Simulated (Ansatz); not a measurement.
Results of LDA (PAW; Ansatz, a program for electronic structure) for cubic perovskite SrZrO₃ (cubic high-temperature phase).

Settings: plane-wave cutoff 520 eV, 8×8×8 k mesh, Fermi–Dirac smearing 0.01 eV, scalar-relativistic PAW data made under PBE.

Cell (relaxed at this level):

```
CELL_PARAMETERS angstrom
      4.09580     0.00000     0.00000
      0.00000     4.09580     0.00000
      0.00000     0.00000     4.09580
ATOMIC_POSITIONS crystal
  Sr 0.50000 0.50000 0.50000
  Zr 0.00000 0.00000 0.00000
  O  0.50000 0.00000 0.00000
  O  0.00000 0.50000 0.00000
  O  0.00000 0.00000 0.50000
```

Problem. Predict the band gap and smallest direct gap on the k points sampled.

Solution. 
* **band gap**: 3.32 eV
* **smallest direct gap on the k points sampled**: 3.55 eV

Note: held by symmetry at 0 K, a high-temperature phase can be a saddle point.

Spin–orbit coupling is not included.

Cost on a shared machine: very roughly 7 core-seconds.
